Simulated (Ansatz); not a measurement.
A constructed model of the (110) surface of bcc V, a layer of Ti in place of the second plane (bottom of the slab: a bare face, its two planes held)

Method: PBE (plane waves to 420 eV, PAW; Ansatz, a first-principles code).

Slab: 6 atoms, 10.7 Å thick at the start; k 15x15x1, smearing 0.1 eV, dipole-corrected; 2 atoms held, the rest relaxed; symmetry of the start imposed; no spin, no spin-orbit, no U. It is one candidate, not shown to be the stable structure of the face.

| Property | Value |
|---|---|
| work function of the top face | 4.82 eV |
| energy released by relaxation | 0.062 eV |
| cost | about 4 core-minutes (a rough figure) |
